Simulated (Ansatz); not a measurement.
**LiZn (Fd-3m) against Mo in narrow wires**

LiZn (Fd-3m): ρ₀ = 7.20 μΩ·cm, ℓ = 12.2 nm. Mo (Im-3m): ρ₀ = 5.36 μΩ·cm, ℓ = 12.6 nm. Both at 300 K by PBEsol, DFPT electron-phonon coupling, linearised Boltzmann equation (plane waves, PAW, scalar-relativistic; Ansatz, a quantum-chemistry and plane-wave program); third figures are kept for the arithmetic, and halving the electron mesh moves ρ₀ by up to 3 and 1 % at 300 K, and ℓ by up to 1 and 2 % (the most at any temperature). Cell of LiZn (Fd-3m): a = 4.281 Å, b = 4.281 Å, c = 4.281 Å, α = 60.00°, β = 60.00°, γ = 60.00°. Remarks on LiZn (Fd-3m): eigensolver warning. On Mo: eigensolver warning.

Square wire of width d: ρ = ρ₀ {1 + (3/4)(1 − p) ℓ/d + (3/2) [R/(1 − R)] ℓ/D}, with p = 0.2, R = 0.15, D = d.

**Question.** What are ρ₀ℓ and ρ(d)?

**Answer.** With D = d the size term is Kρ₀ℓ/d, K = 0.75 × 0.8 + 1.5 × 0.15/0.85 = 0.865. LiZn (Fd-3m): ρ₀ℓ = 8.8×10⁻¹⁶ Ω·m², ρ = 7.20 + 76/d. Mo: 6.75×10⁻¹⁶ Ω·m², ρ = 5.36 + 58.4/d (μΩ·cm, d in nm).

**Question.** By these numbers, below which width does LiZn (Fd-3m) have the lower resistivity?

**Answer.** Nowhere: neither ρ₀ nor ρ₀ℓ of LiZn (Fd-3m) lies under that of Mo.

**Question.** Find the resistance of 1 μm of line, ρL/d², in square trenches of width w. Take w = 16, 20, 24, 45 nm.

**Answer.** 
| w (nm) | ρ, LiZn (Fd-3m) (μΩ·cm) | Ω/μm, LiZn (Fd-3m) | ρ, Mo (μΩ·cm) | Ω/μm, Mo |
|---|---|---|---|---|
| 16 | 11.9 | 470 | 9.0 | 350 |
| 20 | 11.0 | 270 | 8.3 | 210 |
| 24 | 10.4 | 180 | 7.8 | 135 |
| 45 | 8.9 | 44 | 6.7 | 33 |

The line of Mo has the lower resistance at w = 16, 20, 24, 45 nm.

The formula is the first-order form of the Fuchs-Sondheimer and Mayadas-Shatzkes models for a square wire of an isotropic metal and fails where d lies far under ℓ. Neither p nor R nor D comes from the calculation. ℓ is weighted by the current that each state carries; one path shared by all states gives a smaller ρ₀ℓ, by an amount that differs from metal to metal. Impurities, surface states and whether the polymorph can be grown are outside these numbers.
